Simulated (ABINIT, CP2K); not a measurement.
A CP2K input for a self-consistent single point of CuTe (Pmmn, 4 atoms in the cell) (DFT LDA (Pade form), GPW, DZVP-MOLOPT-SR-GTH basis, GTH-PADE potentials (GTH_POTENTIALS)):

```
&GLOBAL
  PROJECT cute
  RUN_TYPE ENERGY_FORCE
  PRINT_LEVEL MEDIUM
&END GLOBAL
&FORCE_EVAL
  METHOD Quickstep
  STRESS_TENSOR ANALYTICAL
  &DFT
    BASIS_SET_FILE_NAME BASIS_MOLOPT
    POTENTIAL_FILE_NAME GTH_POTENTIALS
    &QS
      METHOD GPW
      EPS_DEFAULT 1E-10
    &END QS
    &MGRID
      CUTOFF 600
      REL_CUTOFF 60
      NGRIDS 5
    &END MGRID
    &SCF
      SCF_GUESS ATOMIC
      EPS_SCF 1E-6
      MAX_SCF 100
      ADDED_MOS 7
      &DIAGONALIZATION
        ALGORITHM STANDARD
      &END DIAGONALIZATION
      &MIXING
        METHOD BROYDEN_MIXING
        ALPHA 0.3
        NBUFFER 12
        BETA 1
      &END MIXING
      &SMEAR ON
        METHOD GAUSSIAN
        SIGMA [eV] 0.136
      &END SMEAR
    &END SCF
    &KPOINTS
      SCHEME MONKHORST-PACK 7 6 3
      GAMMA_CENTERED T
    &END KPOINTS
    &XC
      &XC_FUNCTIONAL PADE
      &END XC_FUNCTIONAL
    &END XC
    &PRINT
      &MO
        EIGENVALUES T
        OCCUPATION_NUMBERS T
        NDIGITS 8
        FILENAME mo
        &EACH
          QS_SCF 0
        &END EACH
        ADD_LAST NUMERIC
      &END MO
      &MULLIKEN ON
      &END MULLIKEN
    &END PRINT
  &END DFT
  &SUBSYS
    &CELL
      ABC 3.13348300 3.86684400 7.07503500
      ALPHA_BETA_GAMMA 90.00000000 90.00000000 90.00000000
      PERIODIC XYZ
    &END CELL
    &COORD
      Cu       0.00000000     1.93342200     3.28699051
      Cu       1.56674150     0.00000000     3.78804449
      Te       0.00000000     0.00000000     1.68548559
      Te       1.56674150     1.93342200     5.38954941
    &END COORD
    &KIND Cu
      BASIS_SET DZVP-MOLOPT-SR-GTH-q11
      POTENTIAL GTH-PADE-q11
    &END KIND
    &KIND Te
      BASIS_SET DZVP-MOLOPT-SR-GTH-q6
      POTENTIAL GTH-PADE-q6
    &END KIND
  &END SUBSYS
  &PRINT
    &FORCES ON
    &END FORCES
    &STRESS_TENSOR ON
    &END STRESS_TENSOR
  &END PRINT
&END FORCE_EVAL
```

Problem. Translate this input to ABINIT.

Solution. One input that does it (others would too):

```
# CuTe, JTH v2.0 LDA PAW
pp_dirpath "./"
pseudos "Cu.LDA_PW-JTH.xml, Te.LDA_PW-JTH.xml"
acell 3*1.0 Angstrom
rprim
         3.1334830000    0.0000000000    0.0000000000
         0.0000000000    3.8668440000    0.0000000000
         0.0000000000    0.0000000000    7.0750350000
natom 4
ntypat 2
znucl 29 52
typat 1 1 2 2
xcart
         0.0000000000    1.9334220000    3.2869905106
         1.5667415000    0.0000000000    3.7880444894
         0.0000000000    0.0000000000    1.6854855880
         1.5667415000    1.9334220000    5.3895494119
      Angstrom
ecut 60 Ry
pawecutdg 120 Ry
pawxcdev 0
occopt 7
tsmear 0.136 eV
nband 33
kptopt 1
ngkpt 7 6 3
nshiftk 1
shiftk 0 0 0
nstep 60
tolvrs 1.0e-10
prtwf 0
prtden 0
enunit 1
```

Basis, cutoffs, solver keys and any potentials are the target program's own. This input uses DFT, LDA (PW92), plane waves, PAW (JTH v2.0 LDA PAW). LDA parametrisations can differ slightly between programs.

The starting cell comes from a database of computed structures (which also holds hypothetical and non-ambient phases and stackings), without a prior relaxation at this level. Its lattice was rescaled by a random factor within 2.5 % of one. For this run, on top of that: lattice scaled by 0.98.
